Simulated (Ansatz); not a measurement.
# Short convergence ladders for NaTl (R3m, 4 atoms in the cell)

```yaml
crystal:
  lattice:
    - [0.00000, 3.75057, 3.75057]
    - [3.75057, 0.00000, 3.75057]
    - [3.75057, 3.75057, 0.00000]
  atoms:
    - { symbol: Na, position: [0.50385, 0.50385, 0.50385] }
    - { symbol: Na, position: [0.75000, 0.75000, 0.75000] }
    - { symbol: Tl, position: [0.00000, 0.00000, 0.00000] }
    - { symbol: Tl, position: [0.25000, 0.25000, 0.25000] }
```

Base method: LDA (PW92), default PAW files made with PBE (plane waves; Ansatz, a first-principles code).

Base settings: basis.ecutwfc = 420 eV; kpoints.mp_grid.grid = 6 6 6; hamiltonian.xc = lda; hamiltonian.pseudopotentials = {kind: paw} (the program's default PAW files); scf.occupations.method = gaussian; scf.occupations.width = 0.1 eV.

The count of work is k-points × plane waves × bands × iterations; it is no time. 

**The cutoff for other potential files**

Level: DFT, LDA (PW92), plane waves, harder PAW files (source: ansatz) made with PBE.

In this ladder: hamiltonian.pseudopotentials = {kind: paw, source: ansatz}.

The second cell is the first with its lattice scaled by 0.98.

The mesh stays at the base's, so the ladder's end is converged at best in this setting alone.

Only quantities that move along the ladder and can be compared are tabulated.

| basis.ecutwfc | free energy less the last step's (meV/atom) | energy of the compressed cell less the first (meV/atom) | pressure without the Pulay estimate (GPa) | count of work / last |
|---|---|---|---|---|
| 315 eV | 2507.93 | -25.87 | -70.85 | 0.11 |
| 385 eV | 573.47 | -15.16 | -20.44 | 0.15 |
| 490 eV | 56.69 | -10.04 | -4.38 | 0.21 |
| 595 eV | 3.91 | -10.42 | -1.96 | 0.28 |
| 700 eV | 0.64 | -10.44 | -1.72 | 0.36 |
| 840 eV | 0.34 | -10.44 | -1.72 | 0.47 |
| 1050 eV | 0.13 | -10.44 | -1.71 | 0.65 |
| 1400 eV | 0.00 | -10.44 | -1.71 | 1.0 |

Coarsest basis.ecutwfc that holds the energy of the compressed cell less the first within 2 meV/atom of the last step, with all finer ones: 490 eV, at 0.21 of the last step's count of work; the step before is off by 4.7 meV/atom.

Coarsest basis.ecutwfc that holds the free energy within 5 meV/atom of the last step, with all finer ones: 595 eV, at 0.28 of the last step's count of work; the step before is off by 57 meV/atom.

Coarsest basis.ecutwfc that holds the pressure without the Pulay estimate within 0.2 GPa of the last step, with all finer ones: 700 eV, at 0.36 of the last step's count of work; the step before is off by 0.24 GPa.

The energy difference between the two cells stays within 1 meV/atom of the last step's from 490 eV on, the total only from 700 eV on: much of the error is common to both cells and cancels.

At the lowest cutoff the pressure without the Pulay estimate lies 69.1 GPa under the last step's, the usual sign of Pulay stress in an incomplete plane-wave basis.

**The relaxed cell against the cutoff**

On NaTl (Fd-3m, 4 atoms in the cell): atoms on their sites.

In this ladder: relax = cell and atoms.

The mesh stays at the base's, so the ladder's end is converged at best in this setting alone.

Only quantities that move along the ladder and can be compared are tabulated.

```csv
basis.ecutwfc,relaxed volume (Å³/atom),relaxation steps
210 eV,25.603,23
250 eV,24.367,21
295 eV,24.501,11
355 eV,24.490,7
420 eV,24.492,5
505 eV,24.490,5
630 eV,24.491,5
840 eV,24.490,5
```

Coarsest basis.ecutwfc that holds the relaxed volume within 0.049 Å³/atom of the last step, with all finer ones: 295 eV; the step before is off by 0.12 Å³/atom.

At the lowest cutoff the cell relaxes to a volume 4.5 % larger than at the highest. Ansatz relaxes on a stress corrected for the finite basis.

On the base run: the starting cell comes from a database of computed structures (which also holds hypothetical and non-ambient phases and stackings), without a prior relaxation at this level. Its lattice was rescaled by up to half a per cent. One atom was moved a little off its site on purpose.

Keys are those of Ansatz 0.2.
